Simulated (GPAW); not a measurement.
GPAW run on MgPt7 (Fm-3m, 8 atoms in the cell): self-consistent single point.

Level of theory: LDA (Perdew-Wang 92), GPAW PAW datasets LDA (gpaw-data 1.0.1) (plane waves; GPAW).

```
CELL_PARAMETERS angstrom
      0.00000     3.93653     3.93653
      3.93653     0.00000     3.93653
      3.93653     3.93653     0.00000
ATOMIC_POSITIONS crystal
  Mg 0.00000 0.00000 0.00000
  Pt 0.50000 0.00000 0.00000
  Pt 0.50000 0.00000 0.50000
  Pt 0.00000 0.50000 0.50000
  Pt 0.00000 0.50000 0.00000
  Pt 0.50000 0.50000 0.00000
  Pt 0.00000 0.00000 0.50000
  Pt 0.50000 0.50000 0.50000
```

Reference input (self-consistent single point, DFT PBEsol, plane waves, GPAW PAW datasets PBEsol (made by gpaw-setup)): mode = pw; ecut = 800 eV; xc = PBEsol; kpts = 6 6 6; mesh shift (steps) = 0 0 0; occupations.name = methfessel-paxton; occupations.width = 0.272 eV; occupations.order = 0; nbands = -14; symmetry.symmorphic = false; symmetry.tolerance = 0.0005; maxiter = 120. This run's input differs from it in these lines:

```diff
@@ -19,3 +19,3 @@
 calc = GPAW(mode={'name': 'pw', 'ecut': 800},
-            xc='PBEsol',
+            xc='LDA',
             kpts={'size': (6, 6, 6), 'gamma': True},
```

Its files differ too (potentials: GPAW PAW datasets LDA (gpaw-data 1.0.1)).

The program printed (abridged):

```
     iter     time        total  log10-change:
                         energy   eigst   dens
iter:   1 --:--:--   -63.648080
iter:   2 --:--:--   -62.949782   -1.13  -1.41
iter:   3 --:--:--   -60.031924   -1.10  -1.44
iter:   4 --:--:--   -59.901370   -2.99  -1.95
iter:   5 --:--:--   -59.794164   -2.68  -1.96
iter:   6 --:--:--   -59.948376   -2.36  -2.16
iter:   7 --:--:--   -59.723010   -2.81  -2.06
iter:   8 --:--:--   -59.746212   -4.32  -2.43
iter:   9 --:--:--   -59.685124   -2.94  -2.35
iter:  10 --:--:--   -59.684479   -4.35  -3.29
iter:  11 --:--:--   -59.684606c  -5.82  -3.33
iter:  12 --:--:--   -59.684582c  -5.90  -3.37
iter:  13 --:--:--   -59.684852c  -5.01  -3.29
iter:  14 --:--:--   -59.684838c  -6.34  -3.50
iter:  15 --:--:--   -59.684633c  -5.30  -3.52
iter:  16 --:--:--   -59.684674c  -6.07  -3.71
iter:  17 --:--:--   -59.684693c  -7.06  -3.81
iter:  18 --:--:--   -59.684701c  -6.97  -3.85
iter:  19 --:--:--   -59.684644c  -6.52  -3.96
iter:  20 --:--:--   -59.684616c  -7.33  -4.18c
iter:  21 --:--:--   -59.684593c  -7.16  -4.26c
iter:  22 --:--:--   -59.684586c  -8.19c -5.05c
Converged after 22 iterations.

Dipole moment: (-0.000000, -0.000000, -0.000000) |e|*Ang

Energy contributions relative to reference atoms: (reference = -3506104.472098)

Kinetic:        -66.487087
Potential:      +53.780697
External:        +0.000000
XC:             -42.553461
Entropy (-ST):   -0.350733
Local:           -4.249369
SIC:             +0.000000
--------------------------
Free energy:    -59.859952
Extrapolated:   -59.684586

Showing only first 2 kpts
 Kpt  Band  Eigenvalues  Occupancy
  0    59     10.94141    0.46141
  0    60     10.94141    0.46141
  0    61     10.94141    0.46141
  0    62     11.30774    0.00826

  1    59     10.65648    1.54365
  1    60     10.94333    0.45533
  1    61     11.30840    0.00818
  1    62     11.39494    0.00197

Fermi level: 10.79975

No gap
   [... lines left out ...]
  2 Pt    0.00000   -0.00000   -0.00000
  3 Pt    0.00000   -0.00000   -0.00000
  4 Pt   -0.00000   -0.00000    0.00000
  5 Pt    0.00000    0.00000    0.00000
  6 Pt    0.00000   -0.00000   -0.00000
  7 Pt   -0.00000    0.00000    0.00000

Stress tensor:
     0.057618     0.000000     0.000000
     0.000000     0.057618     0.000000
     0.000000     0.000000     0.057618
Stress (GPa, Voigt): [9.2315 9.2315 9.2315 0.     0.     0.    ]
```

The run converged in 22 iterations. GPAW prints stress with tension positive. Against the reference run the pressure goes from -3.66 to -9.23 GPa.

The starting cell comes from a database of computed structures (which also holds hypothetical and non-ambient phases and stackings), without a prior relaxation at this level. Spin polarisation is off. With a pressure of about -9 GPa the cell is away from its equilibrium volume at this level.

Cost on one core of a shared machine: roughly 8 min.
